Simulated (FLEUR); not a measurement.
Band structure of PtAl2 (Fm-3m, 3 atoms in the cell).

```
PtAl2
1.0
    0.00000     2.90004     2.90004
    2.90004     0.00000     2.90004
    2.90004     2.90004     0.00000
Al Pt
2 1
Cartesian
  1.45002   1.45002   1.45002
  4.35006   4.35006   4.35006
  0.00000   0.00000   0.00000
```

Computed with PBE, all-electron FLAPW (FLEUR), scalar-relativistic valence in FLEUR.

Settings: Kmax = 4.7 1/bohr; GmaxXC = 14.1 1/bohr; xcFunctional = pbe; jspins = 1; l_soc = F; mode = hist; fermiSmearingEnergy = 0.00367493 Htr; mesh (inpgen div1-3) = 13 13 13; inpgen gamma flag = false; Gmax = 14.1 1/bohr; numbands = 0; maxIterBroyd = 15; imix = Anderson; alpha = 0.05.

The starting cell has typed, rounded lattice constants, without a prior relaxation at this level. Its lattice was rescaled by a random factor within 2.5 % of one. Spin-orbit coupling is off. Spin polarisation is off. Values depend on the basis (sphere radii, cutoffs, local orbitals), which need not be converged.

Levels in eV from the Fermi level, bands 8 to 15:
```json
[
 {"point": "Γ", "8": "-3.98", "9": "-3.98", "10": "3.38", "11": "3.86", "12": "3.86", "13": "3.86", "14": "5.75", "15": "5.75"},
 {"point": "X", "8": "-4.04", "9": "-3.62", "10": "-3.43", "11": "-1.73", "12": "-1.73", "13": "3.46", "14": "3.54", "15": "8.08"},
 {"point": "W", "8": "-4.04", "9": "-3.48", "10": "-2.93", "11": "-2.93", "12": "-0.94", "13": "5.45", "14": "5.45", "15": "6.28"},
 {"point": "K", "8": "-4.23", "9": "-3.91", "10": "-3.22", "11": "-2.11", "12": "-0.67", "13": "3.52", "14": "5.61", "15": "6.90"},
 {"point": "L", "8": "-3.92", "9": "-3.73", "10": "-3.73", "11": "1.01", "12": "1.01", "13": "3.86", "14": "5.41", "15": "5.41"},
 {"point": "U", "8": "-4.23", "9": "-3.91", "10": "-3.22", "11": "-2.11", "12": "-0.67", "13": "3.52", "14": "5.61", "15": "6.90"}
]
```
